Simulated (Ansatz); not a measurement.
**ZnO in the wurtzite structure (space group P6_3mc, No. 186)**

```cif
data_O2Zn2
_chemical_formula_sum 'Zn2 O2'
_space_group_name_H-M_alt 'P 1'
_space_group_IT_number 1
_cell_length_a 3.27991
_cell_length_b 3.27991
_cell_length_c 5.29408
_cell_angle_alpha 90.000
_cell_angle_beta 90.000
_cell_angle_gamma 120.000
loop_
_space_group_symop_operation_xyz
  'x, y, z'
loop_
_atom_site_label
_atom_site_type_symbol
_atom_site_fract_x
_atom_site_fract_y
_atom_site_fract_z
_atom_site_occupancy
Zn1 Zn 0.66667 0.33333 0.00214 1
Zn2 Zn 0.33333 0.66667 0.50214 1
O1 O 0.66667 0.33333 0.62306 1
O2 O 0.33333 0.66667 0.12306 1
```

All numbers come from PBE, PAW, 420 eV (Ansatz, an electronic-structure program; no spin-orbit coupling), earlier PAW set. Γ-centred 12×12×6 mesh, Fermi–Dirac width 0.05 eV.

| Property | Value |
|---|---|
| Volume per atom | 12.33 Å³ |
| Density | 5.48 g/cm³ |
| Band gap | 0.74 eV, direct at Γ |
| Electron mass | 0.14 mₑ |
| Lowest conduction-band minima above the VBM | Γ 0.74 eV |
| Total energy | -1943.426 eV/atom (σ→0; compares only within this code and set-up) |

Masses are band curvatures over ±0.01 Å⁻¹ around the edge. No phonon test of stability was made.
